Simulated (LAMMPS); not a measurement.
LAMMPS 22 Jul 2025, classical MD, EAM (NiAlH_jea.eam.alloy): NiAl, 2685 atoms.

| Quantity | Result |
|---|---|
| task | MD, nve |
| potential | EAM, NiAlH_jea.eam.alloy |
| copies of the repeat unit | 14×14×14 |
| shape (slab and sphere leave vacuum in the box) | sphere |
| temperature | 800 K |
| steps | 5000 |
| timestep | 2 fs |
| neighbor skin | 2 Å |
| neigh_modify | every 1 delay 0 check yes |
| thermo | 100 |
| processors | * * 1 |
| newton | on (default) |
| atom_modify sort (bins of 2 Å where set) | 1000 (default) |
| comm_style | brick (default) |
| box | 80.8 × 80.8 × 80.8 Å, the particle off centre in vacuum |
| start | generated B2 lattice, warmed in an untimed run |
| compared values | energy and forces of the first step, drift over the run |

Hardware: Arm Neoverse V2, 96 cores on 1 socket, no SMT, 1 L3 cache group.

Run on 64 ranks, it takes 2.3 s from launch to exit:

```bash
# ahead of the timed run: OMP_NUM_THREADS=1 mpirun -np 48 lmp -in in.warm -log none -nocite
OMP_NUM_THREADS=1 mpirun -np 64 lmp -in in.lmp -log log.lammps -nocite
```

From its output:

```
  using 1 OpenMP thread(s) per MPI task
  8 by 8 by 1 MPI processor grid
  2685 atoms
  master list distance cutoff = 7.65
  ghost atom cutoff = 7.65
Per MPI rank memory allocation (min/avg/max) = 3.206 | 3.25 | 3.408 Mbytes
81.8% CPU use with 64 MPI tasks x 1 OpenMP threads
...
Loop time of 2.05785 on 64 procs for 5000 steps with 2685 atoms

Performance: 419.855 ns/day, 0.057 hours/ns, 2429.717 timesteps/s, 6.524 Matom-step/s
81.8% CPU use with 64 MPI tasks x 1 OpenMP threads

MPI task timing breakdown:
Section |  min time  |  avg time  |  max time  |%varavg| %total
---------------------------------------------------------------
Pair    | 0.025554   | 0.61574    | 1.8016     |  72.1 | 29.92
Neigh   | 0.00020817 | 0.0080823  | 0.065202   |  19.0 |  0.39
Comm    | 0.0041397  | 0.17659    | 1.0457     |  74.8 |  8.58
Output  | 0.00080457 | 0.001709   | 0.0020041  |   1.0 |  0.08
Modify  | 0.00047376 | 0.0018856  | 0.010055   |   6.2 |  0.09
Other   |            | 1.254      |            |       | 60.93

Nlocal:        41.9531 ave         308 max           0 min
Histogram: 48 4 0 0 0 8 0 0 0 4
Nghost:        256.438 ave        1466 max           0 min
Histogram: 40 8 1 3 0 8 0 0 0 4
Neighs:           2597 ave       22104 max           0 min
Histogram: 52 0 0 3 5 0 0 0 0 4

Total # of neighbors = 166208
Ave neighs/atom = 61.902421
Neighbor list builds = 147
Dangerous builds = 0
```

Times are wall-clock medians of two to five runs, from launch to exit, with nothing else on the machine. Unless noted, each process is bound to its own block of adjacent cores. The build: PyPI wheel: MPICH, OPENMP and OPT packages; another build can shift the numbers. Scratch files lie in a memory file system. A preparatory run goes ahead and isn't timed.

**Question.** What holds this run back, and which change relieves it on the same cores with the result kept within 1.0 meV/atom in energy, 10 meV/Å in forces on 48 atoms, 0.20 meV an atom in drift of the total energy?

**Answer.** The largest part is other (Other), 55 % of the time from launch to exit. One change that relieves it (others may too): going from processors = * * 1 to processors = 64 1 1, the fastest among the values tried that keep the result: 2.3 s to 1.4 s (1.6× as fast). The largest move is in other (Other): 1.3 s to 0.55 s. The slowest rank's pair time is 2.93 times the mean in the first run and 2.03 times in the second; the others wait. What the program resolved moves too: grid of ranks from 8 by 8 by 1 to 64 by 1 by 1. Neighbour list builds go from 147 to 149. These two results differ by: energy equal as printed, forces on 48 atoms equal as printed, drift of the total energy 0.0015 meV an atom. Others tried: processors = 1 1 64 (1.6 s); processors = 8 8 1 (2.3 s); processors = * * * (default) (2.5 s); processors = 4 4 4 (2.5 s).
